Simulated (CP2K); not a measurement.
A self-consistent single point of RbBr (Fm-3m, 2 atoms in the cell) with CP2K

Method of the run: PBE, GPW, DZVP-MOLOPT-SR-GTH basis, GTH-PBE potentials (GTH_POTENTIALS) (CP2K).

The input file:

```
&GLOBAL
  PROJECT rbbr
  RUN_TYPE ENERGY_FORCE
  PRINT_LEVEL MEDIUM
&END GLOBAL
&FORCE_EVAL
  METHOD Quickstep
  STRESS_TENSOR ANALYTICAL
  &DFT
    BASIS_SET_FILE_NAME BASIS_MOLOPT
    POTENTIAL_FILE_NAME GTH_POTENTIALS
    &QS
      METHOD GPW
      EPS_DEFAULT 1E-10
    &END QS
    &MGRID
      CUTOFF 500
      REL_CUTOFF 50
      NGRIDS 5
    &END MGRID
    &SCF
      SCF_GUESS ATOMIC
      EPS_SCF 1E-6
      MAX_SCF 100
      ADDED_MOS 4
      &DIAGONALIZATION
        ALGORITHM STANDARD
      &END DIAGONALIZATION
      &MIXING
        METHOD BROYDEN_MIXING
        ALPHA 0.4
        NBUFFER 8
      &END MIXING
    &END SCF
    &KPOINTS
      SCHEME MONKHORST-PACK 7 7 7
    &END KPOINTS
    &XC
      &XC_FUNCTIONAL PBE
      &END XC_FUNCTIONAL
    &END XC
    &PRINT
      &MO
        EIGENVALUES T
        OCCUPATION_NUMBERS T
        NDIGITS 8
        FILENAME mo
        &EACH
          QS_SCF 0
        &END EACH
        ADD_LAST NUMERIC
      &END MO
      &MULLIKEN ON
      &END MULLIKEN
    &END PRINT
  &END DFT
  &SUBSYS
    &CELL
      ABC 4.88256400 4.88256360 4.88256421
      ALPHA_BETA_GAMMA 59.99999838 60.00000139 59.99999730
      PERIODIC XYZ
    &END CELL
    &COORD
      SCALED
      Rb       0.00000000     0.00000000     0.00000000
      Br       0.50000000     0.50000000     0.50000000
    &END COORD
    &KIND Rb
      BASIS_SET DZVP-MOLOPT-SR-GTH
      POTENTIAL GTH-PBE-q9
    &END KIND
    &KIND Br
      BASIS_SET DZVP-MOLOPT-SR-GTH
      POTENTIAL GTH-PBE-q7
    &END KIND
  &END SUBSYS
  &PRINT
    &FORCES ON
    &END FORCES
    &STRESS_TENSOR ON
    &END STRESS_TENSOR
  &END PRINT
&END FORCE_EVAL
```

Output (repeated stretches shortened):

```
 GLOBAL| Method name                                                        CP2K
 GLOBAL| Project name                                                       rbbr
 GLOBAL| Run type                                                   ENERGY_FORCE

 CELL| Volume [angstrom^3]:                                            82.305491
 CELL| Vector a [angstrom]:       4.883     0.000     0.000   |a| =     4.882564
 CELL| Vector b [angstrom]:       2.441     4.228     0.000   |b| =     4.882564
 CELL| Vector c [angstrom]:       2.441     1.409     3.987   |c| =     4.882564
 CELL| Angle (b,c), alpha [degree]:                                    59.999998
 CELL| Angle (a,c), beta  [degree]:                                    60.000001
 CELL| Angle (a,b), gamma [degree]:                                    59.999997
 CELL| Numerically orthorhombic:                                              NO
 CELL| Periodicity                                                           XYZ

 DFT| Spin restricted Kohn-Sham (RKS) calculation                            RKS
 DFT| Multiplicity                                                             1
 DFT| Number of spin states                                                    1
 DFT| Charge                                                                   0
 DFT| XC density smoothing                                                  NONE
 DFT| XC derivatives                                                          PW

 QS| Method:                                                                 GPW
 QS| Density plane wave grid type                        NON-SPHERICAL FULLSPACE
 QS| Number of grid levels:                                                    5
 QS| Density cutoff [a.u.]:                                                250.0
 QS| Multi grid cutoff [a.u.]: 1) grid level                               250.0
   [... lines left out ...]
 BRILLOUIN| Wavefunction type                                            COMPLEX
 BRILLOUIN| List of Kpoints [2 Pi/Bohr]                                      172
 BRILLOUIN| Number           Weight            X              Y              Z
 BRILLOUIN|     1           0.00583       -0.42857       -0.42857       -0.42857
 BRILLOUIN|     2           0.00583       -0.42857       -0.42857       -0.28571
 BRILLOUIN|     3           0.00583       -0.42857       -0.42857       -0.14286
   [... 169 lines left out ...]
 *******************************************************************************

 Extrapolation method: initial_guess

 Re-scaling the density matrix to get the right number of electrons
                  # Electrons              Trace(P)               Scaling factor
                           16                16.000                        1.000

 Number of electrons:                                                         16
 Number of occupied orbitals:                                                  8
 Number of molecular orbitals:                                                12

 Number of orbital functions:                                                 27
 Number of independent orbital functions:                                     27
 SCF WAVEFUNCTION OPTIMIZATION

  Step     Update method      Time    Convergence         Total energy    Change
     1 NoMix/Diag. 0.40E+00      -     0.94460479       -37.6285347415 -3.76E+01
     2 Broy./Diag. 0.40E+00      -     0.08997551       -37.3573293802  2.71E-01
     3 Broy./Diag. 0.40E+00      -     0.05872229       -37.5830269208 -2.26E-01
     4 Broy./Diag. 0.40E+00      -     0.00595045       -37.6486547219 -6.56E-02
     5 Broy./Diag. 0.40E+00      -     0.00302417       -37.6419510811  6.70E-03
     6 Broy./Diag. 0.40E+00      -     0.00040710       -37.6494318744 -7.48E-03
     7 Broy./Diag. 0.40E+00      -     0.00003852       -37.6498506101 -4.19E-04
     8 Broy./Diag. 0.40E+00      -     0.00003299       -37.6497089197  1.42E-04
     9 Broy./Diag. 0.40E+00      -     0.00000286       -37.6496751527  3.38E-05
    10 Broy./Diag. 0.40E+00      -     0.00000135       -37.6496781289 -2.98E-06
    11 Broy./Diag. 0.40E+00      -     0.00000001       -37.6496793984 -1.27E-06
  *** SCF run converged in    11 steps ***

  Electronic density on regular grids:        -15.9999999999        0.0000000001
  Core density on regular grids:               15.9999999979       -0.0000000021
  Total charge density on r-space grids:       -0.0000000020
  Total charge density g-space grids:          -0.0000000020

  Overlap energy of the core charge distribution:               0.00000000000000
  Self energy of the core charge distribution:                -74.27728578503218
  Core Hamiltonian energy:                                     16.61452064289406
  Hartree energy:                                              26.43188211615418
  Exchange-correlation energy:                                 -6.41879637240162

  Total energy:                                               -37.64967939838555

                     Mulliken Population Analysis

 #  Atom  Element  Kind  Atomic population                           Net charge
       1     Rb       1          8.397580                              0.602420
       2     Br       2          7.602420                             -0.602420
 # Total charge                             16.000000                  0.000000

 ENERGY| Total FORCE_EVAL ( QS ) energy [hartree]            -37.649679412742273

 FORCES| Atomic forces [hartree/bohr]
 FORCES|   Atom     x               y               z               |f|
 FORCES|      1  2.04934102E-15  1.32821947E-14 -7.35008532E-16   1.34594477E-14
 FORCES|      2  4.71736124E-15 -8.92209633E-15 -1.01007084E-14   1.42787118E-14
 FORCES| Sum     6.76670226E-15  4.36009838E-15 -1.08357169E-14
 FORCES| Total atomic force                                       1.34985732E-14

 STRESS| Analytical stress tensor [bar]
 STRESS|                        x                   y                   z
 STRESS|      x        8.68477815405E+03   4.14204063400E-02   2.91582266831E-02
 STRESS|      y        4.14204063400E-02   8.68468227862E+03  -1.55539927525E-02
 STRESS|      z        2.91582266831E-02  -1.55539927525E-02   8.68468823808E+03
 STRESS| 1/3 Trace                                             8.68471622358E+03
```

The run converged in 11 iterations.

The starting cell comes from a database of computed structures (which also holds hypothetical and non-ambient phases and stackings), without a prior relaxation at this level. Its lattice was rescaled by a random factor within 2.5 % of one. Values carry the incompleteness of an atom-centred basis.
